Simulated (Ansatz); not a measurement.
The starting structures come from a database of crystals and need not be the phases stable at ambient conditions.

The decay constant κ of evanescent states in the gap governs leakage through a thin film.

Data:

```
CELL_PARAMETERS angstrom
      4.82971     0.00000     0.00000
     -2.41485     4.18265     0.00000
      0.00000     0.00000     7.98289
ATOMIC_POSITIONS crystal
  Sr 0.00000 0.00000 0.00000
  Mg 0.66667 0.33333 0.37504
  Mg 0.33333 0.66667 0.62496
  Bi 0.66667 0.33333 0.74673
  Bi 0.33333 0.66667 0.25327
```

Space group of this cell: P-3m1. The cell is taken as given.

Transport runs along the normal of the first two printed cell vectors, the (001) plane of the conventional cell.

The gap is the functional's own, uncorrected, and κ follows it; spin-orbit coupling is left out. Mid-gap values are interpolated between the computed energies.

Compute, with r2SCAN in Ansatz (a quantum-chemistry and plane-wave program), the band gap and the smallest decay constant κ at mid-gap.

Gap 1.08 eV on a 12×12×4 mesh; κ = 0.066 1/Å, at the zone centre.
